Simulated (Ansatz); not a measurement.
The parent structure is SiC (space group P6_3mc, No. 186; a = 3.079 Å, c = 15.107 Å). Axes: x lies along a and z along c of the hexagonal cell.

All numbers come from PBEsol (Ansatz, an electronic-structure program), scalar-relativistic without spin-orbit coupling, earlier PAW set.

It is then changed as follows: uniaxial strain ε_zz = −3.03 %, all other strain components held at zero; the atoms relax in the strained cell.

### Question
Predict the stress tensor and what it implies for the stiffness.

### Answer
Stress of the strained cell less that of the base (GPa, compression positive):
```
   2.15    0.00    0.00
   0.00    2.15    0.00
   0.00    0.00   17.54
```

Then −Δσ_ii/ε with ε = -0.0303 gives secant stiffness values (nonlinear terms included at this strain): C33 ≈ 579 GPa, C13 ≈ 71 GPa and C23 ≈ 71 GPa.

As a check, the harmonic strain energy −½ V₀ Δσ:ε is 17 meV/atom; the computed energy rise is 17 meV/atom.

Whether these cells are dynamically stable was not tested.
